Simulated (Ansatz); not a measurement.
Band structure of HgTe (F-43m, 2 atoms in the cell).

```xyz
2
Lattice="0.0000 3.2885 3.2885 3.2885 0.0000 3.2885 3.2885 3.2885 0.0000" Properties=species:S:1:pos:R:3 pbc="T T T"
Hg     0.0000     0.0000     0.0000
Te     1.6442     1.6442     1.6442
```

Level of theory: PBE (plane waves, PAW; Ansatz, a quantum-chemistry and plane-wave program).

Settings: kpoints.mp_grid.grid = 9 9 9; hamiltonian.xc = pbe; hamiltonian.pseudopotentials = {kind: paw} (the program's default PAW files); scf.occupations.method = fermi_dirac; scf.occupations.width = 0.05 eV; kpoints.band_path.npoints = 8.

The starting cell has typed, rounded lattice constants, without a prior relaxation at this level. Its lattice was rescaled by a random factor within 2.5 % of one. Spin-orbit coupling is off. The run gives no clean gap (levels at the Fermi energy touch, overlap or are partly filled at this smearing), which alone does not show that the compound is a metal.

Levels in eV from the Fermi level, bands 15 to 21:
| point | 15 | 16 | 17 | 18 | 19 | 20 | 21 |
|---|---|---|---|---|---|---|---|
| Γ | -6.66 | -0.91 | -0.07 | -0.07 | -0.07 | 4.27 | 4.27 |
| X | -6.26 | -5.22 | -2.13 | -2.13 | 1.85 | 2.56 | 7.95 |
| W | -6.12 | -5.28 | -2.47 | -2.40 | 2.92 | 4.60 | 5.20 |
| K | -6.19 | -5.23 | -2.71 | -1.77 | 2.18 | 3.96 | 6.94 |
| L | -6.39 | -5.22 | -0.96 | -0.96 | 0.64 | 5.03 | 5.03 |
| U | -6.19 | -5.23 | -2.71 | -1.77 | 2.18 | 3.96 | 6.94 |

Bands cross the Fermi level along this path, so the cell is metallic at this level.

Keys are those of Ansatz 0.2.
